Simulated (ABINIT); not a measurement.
Input and output of a self-consistent single point for Ir (Fm-3m, 1 atom in the cell) (ABINIT).

Method of the run: PBE, spin-orbit coupling, PAW (JTH v2.0 PBE PAW) (plane waves; ABINIT).

```
CELL_PARAMETERS angstrom
      0.00000     1.95067     1.95067
      1.95067     0.00000     1.95067
      1.95067     1.95067     0.00000
ATOMIC_POSITIONS crystal
  Ir 0.00000 0.00000 0.00000
```

Reference input (self-consistent single point, DFT, PBE, plane waves, PAW (JTH v2.0 PBE PAW)): pseudos = [Ir.GGA_PBE-JTH.xml]; ecut = 20 Ha; pawecutdg = 40 Ha; pawxcdev = 0; occopt = 7; tsmear = 0.136 eV; ngkpt = 14 14 14; nshiftk = 1; shiftk = 0 0 0; potentials = JTH v2.0 PBE PAW; nband = 13; kptopt = 1. This run's input differs from it in these lines:

```diff
@@ -18,6 +18,8 @@
 pawxcdev 0
+nspinor 2
+nspden 1
 occopt 7
 tsmear 0.136 eV
-nband 13
-kptopt 1
+nband 27
+kptopt 4
 ngkpt 14 14 14
```

The program printed (abridged):

```
 Radial grid used for Vloc is grid 1
 Radial grid used for pseudo valence density is grid 1
 Mesh size for Vloc has been set to 1798 to avoid numerical noise.
 Compensation charge density is not taken into account in XC energy/potential
 beta integral value:      -0.607038E+02
 pspatm: atomic psp has been read  and splines computed

   5.25859805E+02                                ecore*ucvol(ha*bohr**3)
 ==== Info on pseudopotentials ====
  PAW calculation
  Number of pseudopotentials ..    1
  Number of types of atoms   ..    1
  Calculation with spin-orbit coupling
  Nonlocal part applied using real spherical harmonics
  Max number of non-local projectors over l and type   2
  Highest angular momentum +1 .......   3
  Max number of (l,n)   components ..   6
  Max number of (l,m,n) components ..  18

 Pseudo-Core Charge Info:
   Number of radial points for pseudo-core charge ..    1
   XC core-correction treatment (optnlxccc) ........    1
   Radius for pseudo-core charge for each type .....

  - Atom type    1 has pseudo-core radius .. 80.0000

 Info on the Q-grid used for form factors in spline form:
   Number of q-points for radial functions ffspl ..   3001
   Number of q-points for vlspl ...................   3001
   vloc is computed in Reciprocal Space

  XC functional for type 1 is -101130

 symatm: atom number 1 is reached starting at atom
   1  1  1  1  1  1  1  1  1  1  1  1  1  1  1  1  1  1  1  1  1  1  1  1

--- !BUG
src_file: m_inwffil.F90
src_line: 2703
mpi_rank: 0
message: |
    When nspinor2 is 2, nbd2 must be even, while it is nbd2=27
...

  Action: contact ABINIT group (please attach the output of `abinit -b`)

 abinit_abort: decision taken to exit. Check above messages for more info
Abort(13) on node 0 (rank 0 in comm 0): application called MPI_Abort(MPI_COMM_WORLD, 13) - process 0

--- !BUG
src_file: m_inwffil.F90
src_line: 2703
mpi_rank: 0
message: |
    When nspinor2 is 2, nbd2 must be even, while it is nbd2=27
...

  Action: contact ABINIT group (please attach the output of `abinit -b`)
```

The program stopped before any SCF iteration. 

The starting cell comes from a database of computed structures (which also holds hypothetical and non-ambient phases and stackings), without a prior relaxation at this level. Its lattice was rescaled by a random factor within 2.5 % of one.
